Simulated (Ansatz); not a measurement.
# Si well of 16 atomic layers along [001] in random Si0.7Ge0.3, interfaces one step of a layer

Prepared with LAMMPS with Tersoff's 1989 multicomponent potential (SiCGe.tersoff): minimisation. Geometry as solved with PBE, support functions at accuracy medium on the grid of 370 eV (Ansatz, a first-principles code).

```xyz
720
Lattice="16.67 0.00 0.00 0.00 16.67 0.00 0.00 0.00 55.01" Properties=species:S:1:pos:R:3 pbc="T T T"
Si    -0.01    -0.02     0.05
Ge     1.39     1.41     1.39
Si     2.83     2.78     0.00
Si     4.15     4.14     1.42
Ge     2.81    -0.04     2.83
Si     4.22     1.40     4.18
Si     0.00     2.82     2.79
Si     1.36     4.21     4.13
Si    -0.03    -0.05     5.54
Ge     1.33     1.40     6.93
Ge     2.79     2.83     5.53
Si     4.19     4.18     7.01
Ge     2.83     0.02     8.33
Si     4.23     1.42     9.71
Si    -0.05     2.83     8.31
Ge     1.37     4.20     9.71
Si     0.00     0.04    11.15
Si     1.36     1.39    12.53
Ge     2.78     2.74    11.12
Ge     4.19     4.18    12.55
Ge     2.78     0.01    13.93
Si     4.20     1.41    15.31
Si     0.02     2.81    13.88
Si     1.38     4.16    15.27
Si     0.03    -0.02    16.69
Si     1.40     1.40    18.02
Si     2.78     2.79    16.65
Si     4.16     4.16    18.03
Si     2.79     0.00    19.37
Si     4.17     1.38    20.73
Si     0.01     2.78    19.38
Si     1.39     4.17    20.73
Si     0.00     0.00    22.08
Si     1.39     1.39    23.44
Si     2.78     2.78    22.08
Si     4.17     4.17    23.44
Si     2.78     0.00    24.79
Si     4.17     1.39    26.15
Si     0.00     2.78    24.79
Si     1.39     4.17    26.15
Si     0.00     0.00    27.50
Si     1.39     1.39    28.85
Si     2.78     2.78    27.50
Si     4.17     4.17    28.85
Si     2.78     0.00    30.21
Si     4.16     1.39    31.56
Si     0.00     2.78    30.21
Si     1.39     4.17    31.56
Si     0.00     0.00    32.92
Si     1.39     1.39    34.28
Si     2.78     2.78    32.92
Si     4.17     4.17    34.26
Si     2.78    -0.01    35.63
Si     4.17     1.38    36.98
Si    -0.01     2.78    35.63
Si     1.39     4.18    36.96
Si    -0.04    -0.03    38.31
Ge     1.35     1.40    39.69
Si     2.77     2.78    38.30
Ge     4.16     4.17    39.71
Ge     2.81    -0.02    41.06
Ge     4.20     1.43    42.50
Si     0.00     2.78    41.16
Si     1.37     4.18    42.50
Si    -0.01     0.04    43.89
Si     1.37     1.44    45.23
Si     2.77     2.83    43.89
Si     4.17     4.18    45.27
Ge     2.74     0.02    46.63
Ge     4.19     1.41    48.07
Si     0.03     2.84    46.60
Si     1.43     4.17    47.99
Si     0.04     0.02    49.40
Si     1.39     1.42    50.77
Si     2.76     2.82    49.43
Si     4.19     4.13    50.81
Ge     2.81     0.04    52.18
Si     4.19     1.45    53.59
Si     0.03     2.74    52.20
Ge     1.41     4.13    53.61
Ge    -0.04     5.56     0.01
Si     1.40     6.94     1.39
Ge     2.81     8.33    -0.01
Si     4.22     9.74     1.37
Si     2.75     5.54     2.74
Ge     4.15     6.97     4.13
Ge    -0.01     8.32     2.81
Si     1.38     9.74     4.20
Si    -0.03     5.52     5.53
Ge     1.40     6.93     6.92
Si     2.77     8.38     5.54
Si     4.14     9.72     6.92
Si     2.82     5.57     8.35
Si     4.16     6.92     9.77
Si    -0.01     8.33     8.31
Ge     1.42     9.69     9.70
Si     0.00     5.57    11.16
Si     1.39     6.94    12.53
Si     2.80     8.30    11.15
Si     4.15     9.74    12.49
Si     2.73     5.55    13.91
Ge     4.14     6.93    15.31
Si     0.04     8.30    13.94
Si     1.40     9.72    15.29
Si     0.00     5.54    16.65
Si     1.38     6.94    18.02
Si     2.75     8.36    16.70
Si     4.16     9.74    18.03
Si     2.78     5.56    19.38
Si     4.16     6.95    20.73
Si     0.00     8.33    19.39
Si     1.39     9.72    20.74
Si     0.00     5.56    22.09
Si     1.39     6.95    23.44
Si     2.78     8.33    22.09
Si     4.17     9.73    23.44
Si     2.78     5.56    24.79
Si     4.17     6.95    26.15
Si     0.00     8.34    24.79
Si     1.39     9.73    26.15
Si     0.00     5.56    27.50
Si     1.39     6.95    28.85
Si     2.78     8.34    27.50
Si     4.17     9.72    28.85
Si     2.78     5.56    30.21
Si     4.17     6.95    31.56
Si     0.00     8.34    30.20
Si     1.39     9.73    31.56
Si     0.00     5.56    32.91
Si     1.39     6.95    34.26
Si     2.78     8.34    32.91
Si     4.16     9.73    34.27
Si     2.78     5.56    35.60
Si     4.16     6.95    36.97
Si     0.00     8.34    35.62
Si     1.39     9.72    36.99
Si     0.03     5.58    38.33
Si     1.38     6.95    39.72
Si     2.77     8.32    38.35
Si     4.13     9.74    39.68
Si     2.72     5.55    41.11
Ge     4.15     6.91    42.52
Si    -0.01     8.33    41.10
Si     1.41     9.69    42.45
Si    -0.01     5.56    43.87
Si     1.39     6.91    45.24
Si     2.74     8.33    43.89
Si     4.16     9.66    45.25
Si     2.79     5.57    46.63
Si     4.13     6.97    48.01
Ge    -0.02     8.31    46.63
Si     1.37     9.70    48.06
Ge     0.02     5.58    49.39
Si     1.44     6.96    50.77
Si     2.78     8.36    49.40
Si     4.12     9.70    50.82
Ge     2.82     5.56    52.18
Si     4.20     6.93    53.61
Ge     0.04     8.31    52.20
Si     1.42     9.74    53.60
Ge     0.01    11.13     0.00
Si     1.38    12.55     1.38
Si     2.81    13.86     0.01
Si     4.17    15.24     1.39
Ge     2.76    11.10     2.75
Ge     4.17    12.55     4.17
Si     0.01    13.90     2.80
Si     1.36    15.25     4.21
Si     0.00    11.12     5.55
Si     1.40    12.48     6.93
Si     2.74    13.91     5.58
Si     4.16    15.30     6.88
Si     2.78    11.09     8.28
Ge     4.18    12.46     9.70
Ge    -0.03    13.88     8.31
Ge     1.38    15.31     9.76
Ge     0.02    11.15    11.12
Si     1.42    12.47    12.57
Ge     2.80    13.88    11.19
Si     4.20    15.28    12.56
Si     2.79    11.09    13.91
Si     4.18    12.49    15.27
Ge     0.03    13.88    13.95
Si     1.41    15.28    15.35
Si     0.00    11.10    16.66
Si     1.40    12.49    18.02
Si     2.80    13.87    16.66
Si     4.18    15.28    18.02
Si     2.78    11.12    19.39
Si     4.17    12.51    20.73
Si     0.00    13.89    19.37
Si     1.39    15.28    20.72
Si     0.00    11.11    22.09
Si     1.39    12.50    23.44
Si     2.78    13.90    22.08
Si     4.17    15.28    23.44
Si     2.78    11.12    24.79
Si     4.17    12.50    26.15
Si     0.00    13.89    24.79
Si     1.39    15.28    26.15
Si     0.00    11.12    27.50
Si     1.39    12.51    28.85
Si     2.78    13.89    27.50
Si     4.17    15.28    28.85
Si     2.78    11.12    30.20
Si     4.17    12.50    31.56
Si     0.00    13.89    30.21
Si     1.39    15.28    31.56
Si     0.00    11.11    32.91
Si     1.39    12.50    34.27
Si     2.78    13.89    32.92
Si     4.17    15.28    34.27
Si     2.77    11.11    35.62
Si     4.16    12.50    36.97
Si     0.00    13.88    35.63
Si     1.39    15.27    36.99
Si     0.00    11.11    38.35
Si     1.37    12.49    39.71
Si     2.78    13.88    38.35
Si     4.20    15.26    39.67
Si     2.74    11.09    41.05
Ge     4.14    12.51    42.43
Si    -0.03    13.86    41.06
Ge     1.34    15.27    42.49
Ge    -0.04    11.09    43.81
Ge     1.36    12.52    45.26
Si     2.77    13.89    43.86
Ge     4.20    15.27    45.22
Ge     2.78    11.07    46.66
Ge     4.20    12.56    48.04
Si    -0.02    13.93    46.67
Si     1.37    15.28    48.05
Si     0.01    11.12    49.37
Ge     1.44    12.48    50.79
Si     2.79    13.95    49.42
Si     4.20    15.27    50.80
Si     2.81    11.08    52.24
Si     4.17    12.50    53.61
Ge    -0.02    13.87    52.22
Ge     1.41    15.28    53.66
Ge     5.51     0.01    -0.01
Ge     6.97     1.42     1.40
Si     8.33     2.78    -0.07
Ge     9.71     4.16     1.37
Si     8.39     0.01     2.78
Si     9.73     1.38     4.17
Si     5.55     2.80     2.80
Si     6.97     4.14     4.16
Si     5.56     0.04     5.58
Si     6.95     1.40     6.95
Si     8.32     2.74     5.53
Ge     9.71     4.15     6.96
Si     8.38     0.06     8.30
Si     9.73     1.40     9.73
Si     5.59     2.80     8.35
Si     6.95     4.17     9.74
Ge     5.58     0.03    11.16
Si     6.98     1.43    12.55
Si     8.33     2.77    11.11
Si     9.71     4.12    12.50
Si     8.32     0.03    13.93
Si     9.72     1.38    15.29
Si     5.59     2.77    13.95
Si     6.94     4.13    15.33
Si     5.56     0.00    16.66
Si     6.95     1.38    18.02
Si     8.35     2.77    16.66
Si     9.72     4.16    18.03
Si     8.33     0.00    19.39
Si     9.72     1.39    20.74
Si     5.56     2.77    19.37
Si     6.94     4.16    20.73
Si     5.56     0.00    22.09
Si     6.95     1.39    23.44
Si     8.33     2.78    22.09
Si     9.72     4.17    23.44
Si     8.34     0.00    24.80
Si     9.73     1.39    26.15
Si     5.56     2.78    24.79
Si     6.95     4.17    26.15
Si     5.56     0.00    27.50
Si     6.94     1.39    28.85
Si     8.34     2.78    27.50
Si     9.73     4.17    28.85
Si     8.33     0.00    30.20
Si     9.72     1.39    31.55
Si     5.56     2.78    30.21
Si     6.95     4.17    31.56
Si     5.55     0.00    32.91
Si     6.94     1.39    34.26
Si     8.34     2.78    32.91
Si     9.73     4.17    34.26
Si     8.33     0.00    35.61
Si     9.70     1.41    36.95
Si     5.56     2.77    35.61
Si     6.94     4.16    36.97
Si     5.57     0.00    38.34
Si     6.96     1.38    39.72
Si     8.31     2.76    38.33
Ge     9.74     4.15    39.72
Si     8.34     0.00    41.10
Si     9.73     1.40    42.47
Si     5.62     2.79    41.09
Si     6.97     4.16    42.49
Si     5.60    -0.01    43.84
Ge     6.97     1.40    45.25
Si     8.38     2.81    43.84
Si     9.74     4.18    45.24
Si     8.34     0.02    46.70
Si     9.71     1.43    48.02
Si     5.54     2.79    46.62
Ge     6.99     4.16    47.99
Si     5.60    -0.02    49.46
Si     6.97     1.40    50.82
Si     8.36     2.77    49.44
Si     9.72     4.16    50.81
Si     8.35     0.05    52.20
Si     9.72     1.41    53.60
Si     5.58     2.78    52.18
Si     6.97     4.15    53.55
Ge     5.57     5.52     0.01
Si     6.95     6.92     1.43
Ge     8.33     8.27    -0.01
Ge     9.70     9.74     1.41
Si     8.32     5.55     2.82
Si     9.68     6.91     4.22
Si     5.59     8.35     2.74
Si     6.98     9.68     4.15
Ge     5.59     5.55     5.59
Si     6.99     6.97     6.97
Si     8.34     8.33     5.56
Si     9.74     9.70     6.92
Si     8.31     5.56     8.36
Si     9.73     6.92     9.67
Ge     5.53     8.34     8.35
Si     6.91     9.74     9.75
Si     5.58     5.55    11.11
Si     6.94     6.92    12.48
Ge     8.32     8.31    11.07
Ge     9.74     9.75    12.50
Ge     8.32     5.53    13.90
Si     9.69     6.93    15.33
Ge     5.57     8.35    13.88
Si     6.94     9.73    15.33
Si     5.57     5.53    16.69
Si     6.94     6.94    18.03
Si     8.32     8.34    16.67
Si     9.71     9.73    18.03
Si     8.33     5.55    19.38
Si     9.73     6.95    20.73
Si     5.55     8.34    19.38
Si     6.94     9.73    20.73
Si     5.55     5.56    22.08
Si     6.95     6.95    23.43
Si     8.34     8.34    22.08
Si     9.72     9.73    23.44
Si     8.33     5.56    24.79
Si     9.72     6.95    26.15
Si     5.56     8.34    24.79
Si     6.95     9.72    26.15
Si     5.56     5.56    27.50
Si     6.95     6.95    28.85
Si     8.34     8.34    27.50
Si     9.72     9.73    28.85
Si     8.34     5.56    30.21
Si     9.73     6.95    31.56
Si     5.56     8.34    30.21
Si     6.95     9.73    31.57
Si     5.56     5.56    32.91
Si     6.95     6.94    34.27
Si     8.34     8.34    32.92
Si     9.73     9.73    34.27
Si     8.34     5.55    35.62
Si     9.74     6.95    36.96
Si     5.55     8.34    35.62
Si     6.94     9.72    36.97
Si     5.55     5.56    38.29
Ge     6.97     6.93    39.69
Si     8.36     8.34    38.29
Ge     9.74     9.73    39.71
Si     8.33     5.53    41.12
Ge     9.75     6.93    42.49
Ge     5.55     8.38    41.10
Si     6.99     9.72    42.50
Si     5.59     5.51    43.89
Si     6.95     6.92    45.25
Si     8.31     8.31    43.87
Ge     9.76     9.68    45.23
Si     8.38     5.58    46.61
Si     9.75     6.92    48.03
Si     5.53     8.27    46.61
Ge     6.93     9.65    48.02
Ge     5.55     5.58    49.42
Si     7.01     6.93    50.81
Si     8.37     8.29    49.42
Si     9.69     9.73    50.79
Si     8.35     5.53    52.19
Si     9.72     6.89    53.58
Ge     5.56     8.31    52.18
Ge     6.94     9.77    53.60
Si     5.55    11.16     0.01
Si     6.91    12.49     1.42
Ge     8.35    13.86     0.02
Si     9.75    15.30     1.40
Si     8.28    11.12     2.79
Ge     9.73    12.52     4.17
Si     5.57    13.91     2.75
Ge     6.96    15.31     4.17
Ge     5.60    11.09     5.56
Si     7.01    12.51     6.92
Si     8.35    13.92     5.58
Si     9.72    15.33     6.92
Ge     8.35    11.10     8.35
Si     9.72    12.51     9.77
Ge     5.58    13.90     8.27
Ge     7.02    15.30     9.71
Si     5.56    11.10    11.15
Si     6.91    12.53    12.50
Si     8.34    13.86    11.13
Ge     9.72    15.29    12.53
Ge     8.31    11.16    13.93
Si     9.74    12.54    15.31
Si     5.56    13.90    13.91
Si     6.94    15.29    15.28
Si     5.55    11.12    16.66
Si     6.95    12.51    18.01
Si     8.34    13.92    16.65
Si     9.72    15.29    18.03
Si     8.32    11.12    19.38
Si     9.72    12.51    20.73
Si     5.56    13.89    19.37
Si     6.95    15.28    20.74
Si     5.55    11.12    22.09
Si     6.95    12.50    23.44
Si     8.34    13.89    22.09
Si     9.72    15.28    23.44
Si     8.34    11.11    24.79
Si     9.73    12.50    26.15
Si     5.56    13.89    24.79
Si     6.95    15.28    26.15
Si     5.56    11.11    27.50
Si     6.95    12.50    28.85
Si     8.34    13.89    27.50
Si     9.73    15.28    28.85
Si     8.34    11.11    30.21
Si     9.73    12.50    31.56
Si     5.56    13.89    30.21
Si     6.95    15.28    31.56
Si     5.56    11.12    32.92
Si     6.95    12.51    34.27
Si     8.34    13.89    32.91
Si     9.73    15.28    34.26
Si     8.34    11.12    35.63
Si     9.73    12.52    36.97
Si     5.56    13.90    35.63
Si     6.96    15.29    36.98
Si     5.53    11.09    38.32
Ge     6.94    12.49    39.71
Si     8.36    13.91    38.34
Si     9.71    15.27    39.74
Si     8.33    11.10    41.12
Ge     9.74    12.51    42.49
Si     5.56    13.93    41.08
Si     6.95    15.29    42.46
Ge     5.57    11.10    43.89
Si     6.95    12.56    45.25
Si     8.30    13.92    43.85
Ge     9.72    15.31    45.25
Ge     8.32    11.13    46.62
Ge     9.74    12.52    48.08
Si     5.62    13.93    46.65
Si     6.96    15.30    48.05
Ge     5.57    11.10    49.49
Si     6.97    12.52    50.85
Si     8.30    13.93    49.46
Si     9.65    15.31    50.81
Si     8.36    11.13    52.19
Si     9.71    12.48    53.59
Si     5.53    13.86    52.19
Ge     6.94    15.28    53.56
Si    11.06     0.04     0.02
Si    12.46     1.37     1.41
Ge    13.85     2.81     0.03
Si    15.27     4.18     1.45
Si    13.86    -0.02     2.75
Ge    15.26     1.38     4.16
Si    11.09     2.74     2.79
Ge    12.48     4.16     4.18
Si    11.12     0.00     5.54
Si    12.46     1.39     6.93
Si    13.87     2.76     5.60
Si    15.25     4.16     6.92
Ge    13.87    -0.02     8.31
Ge    15.28     1.43     9.75
Si    11.13     2.75     8.36
Si    12.53     4.13     9.69
Si    11.11     0.03    11.10
Si    12.46     1.43    12.48
Si    13.87     2.82    11.15
Si    15.29     4.18    12.51
Ge    13.83     0.01    13.89
Ge    15.31     1.41    15.30
Si    11.07     2.75    13.87
Ge    12.49     4.17    15.27
Si    11.10     0.00    16.66
Si    12.50     1.38    18.02
Si    13.89     2.78    16.70
Si    15.28     4.18    18.03
Si    13.89     0.00    19.38
Si    15.28     1.39    20.73
Si    11.11     2.77    19.38
Si    12.50     4.16    20.73
Si    11.11     0.00    22.09
Si    12.50     1.39    23.44
Si    13.90     2.78    22.09
Si    15.28     4.17    23.44
Si    13.89     0.00    24.79
Si    15.28     1.39    26.15
Si    11.11     2.78    24.79
Si    12.50     4.17    26.15
Si    11.12     0.00    27.50
Si    12.51     1.39    28.85
Si    13.89     2.78    27.50
Si    15.28     4.17    28.85
Si    13.89     0.00    30.21
Si    15.28     1.39    31.57
Si    11.11     2.78    30.21
Si    12.50     4.17    31.56
Si    11.11     0.00    32.91
Si    12.50     1.39    34.27
Si    13.89     2.78    32.92
Si    15.28     4.17    34.27
Si    13.89    -0.01    35.61
Si    15.26     1.38    36.97
Si    11.11     2.79    35.62
Si    12.51     4.18    36.98
Ge    11.11     0.01    38.35
Si    12.51     1.43    39.73
Si    13.88     2.77    38.32
Ge    15.30     4.16    39.71
Ge    13.91     0.01    41.10
Si    15.29     1.42    42.53
Si    11.15     2.77    41.13
Si    12.50     4.15    42.52
Si    11.11     0.04    43.84
Si    12.47     1.44    45.21
Si    13.90     2.80    43.88
Si    15.28     4.19    45.25
Ge    13.89     0.02    46.57
Ge    15.33     1.42    48.01
Si    11.09     2.79    46.62
Si    12.46     4.19    47.98
Ge    11.07     0.01    49.43
Si    12.44     1.43    50.83
Ge    13.84     2.81    49.41
Ge    15.28     4.18    50.87
Ge    13.85     0.04    52.19
Ge    15.31     1.39    53.63
Si    11.09     2.80    52.21
Si    12.47     4.19    53.58
Si    11.10     5.54    -0.06
Ge    12.51     6.90     1.37
Ge    13.92     8.37    -0.02
Si    15.28     9.76     1.42
Si    13.91     5.54     2.81
Si    15.26     6.91     4.20
Ge    11.09     8.30     2.84
Ge    12.55     9.73     4.23
Si    11.10     5.58     5.58
Si    12.50     6.94     6.95
Si    13.93     8.30     5.61
Si    15.33     9.70     6.92
Si    13.86     5.51     8.29
Ge    15.28     6.91     9.69
Si    11.08     8.29     8.29
Ge    12.43     9.73     9.71
Ge    11.11     5.52    11.10
Si    12.52     6.88    12.54
Ge    13.85     8.31    11.14
Ge    15.31     9.70    12.55
Si    13.93     5.56    13.89
Si    15.30     6.94    15.29
Ge    11.11     8.28    13.92
Ge    12.50     9.73    15.35
Si    11.09     5.57    16.68
Si    12.51     6.94    18.03
Si    13.93     8.30    16.69
Si    15.30     9.71    18.03
Si    13.89     5.56    19.39
Si    15.28     6.95    20.74
Si    11.12     8.34    19.37
Si    12.50     9.73    20.73
Si    11.11     5.56    22.08
Si    12.50     6.95    23.44
Si    13.89     8.34    22.09
Si    15.28     9.73    23.44
Si    13.89     5.56    24.79
Si    15.28     6.95    26.15
Si    11.11     8.34    24.79
Si    12.50     9.73    26.15
Si    11.11     5.56    27.50
Si    12.50     6.95    28.85
Si    13.89     8.34    27.50
Si    15.28     9.73    28.85
Si    13.89     5.56    30.21
Si    15.28     6.95    31.56
Si    11.11     8.34    30.21
Si    12.50     9.73    31.56
Si    11.12     5.56    32.91
Si    12.51     6.95    34.27
Si    13.90     8.34    32.91
Si    15.28     9.73    34.27
Si    13.90     5.56    35.63
Si    15.28     6.95    36.99
Si    11.13     8.35    35.62
Si    12.52     9.74    36.99
Si    11.13     5.59    38.33
Si    12.50     6.98    39.70
Si    13.90     8.35    38.35
Si    15.29     9.72    39.72
Ge    13.87     5.59    41.13
Si    15.30     6.98    42.51
Si    11.15     8.34    41.10
Si    12.53     9.72    42.47
Si    11.15     5.53    43.90
Si    12.52     6.93    45.25
Si    13.88     8.32    43.86
Si    15.24     9.69    45.22
Si    13.88     5.55    46.63
Si    15.22     6.93    48.02
Si    11.14     8.28    46.66
Si    12.47     9.67    48.05
Si    11.10     5.53    49.41
Si    12.50     6.90    50.78
Si    13.85     8.29    49.40
Ge    15.26     9.73    50.78
Si    13.85     5.58    52.23
Si    15.26     6.94    53.58
Ge    11.10     8.32    52.19
Si    12.52     9.73    53.57
Ge    11.15    11.14    -0.02
Si    12.52    12.51     1.44
Ge    13.92    13.88     0.03
Si    15.30    15.29     1.44
Si    13.92    11.14     2.79
Si    15.29    12.51     4.16
Si    11.14    13.92     2.77
Si    12.50    15.29     4.16
Si    11.12    11.12     5.60
Si    12.50    12.53     6.90
Si    13.88    13.89     5.51
Si    15.25    15.26     6.89
Ge    13.91    11.12     8.29
Si    15.24    12.52     9.74
Ge    11.10    13.92     8.34
Si    12.49    15.30     9.76
Si    11.11    11.18    11.13
Si    12.48    12.55    12.50
Si    13.85    13.89    11.09
Ge    15.27    15.27    12.48
Ge    13.89    11.17    13.92
Si    15.28    12.52    15.35
Si    11.13    13.89    13.93
Si    12.48    15.26    15.31
Si    11.08    11.15    16.70
Si    12.50    12.51    18.04
Si    13.89    13.91    16.68
Si    15.28    15.29    18.03
Si    13.90    11.11    19.37
Si    15.29    12.50    20.73
Si    11.11    13.90    19.38
Si    12.50    15.29    20.74
Si    11.11    11.12    22.08
Si    12.50    12.50    23.44
Si    13.89    13.89    22.08
Si    15.28    15.28    23.44
Si    13.89    11.12    24.79
Si    15.28    12.51    26.15
Si    11.12    13.89    24.79
Si    12.51    15.28    26.15
Si    11.11    11.12    27.50
Si    12.50    12.50    28.85
Si    13.89    13.89    27.50
Si    15.28    15.28    28.85
Si    13.89    11.11    30.21
Si    15.28    12.50    31.56
Si    11.11    13.89    30.21
Si    12.51    15.28    31.56
Si    11.11    11.12    32.91
Si    12.51    12.50    34.26
Si    13.90    13.89    32.91
Si    15.29    15.28    34.27
Si    13.90    11.12    35.62
Si    15.28    12.49    36.99
Si    11.12    13.90    35.61
Si    12.53    15.26    36.97
Si    11.14    11.16    38.33
Si    12.51    12.52    39.72
Si    13.90    13.88    38.34
Si    15.29    15.25    39.69
Si    13.88    11.10    41.06
Si    15.25    12.49    42.40
Si    11.13    13.92    41.08
Si    12.46    15.31    42.48
Si    11.17    11.09    43.85
Si    12.48    12.48    45.25
Ge    13.89    13.89    43.85
Si    15.32    15.29    45.24
Ge    13.88    11.09    46.66
Si    15.31    12.51    48.02
Si    11.11    13.86    46.61
Ge    12.51    15.24    48.01
Si    11.11    11.04    49.42
Ge    12.51    12.47    50.79
Si    13.92    13.85    49.38
Ge    15.28    15.29    50.76
Si    13.88    11.10    52.23
Si    15.25    12.47    53.59
Ge    11.05    13.90    52.19
Ge    12.45    15.31    53.64
```
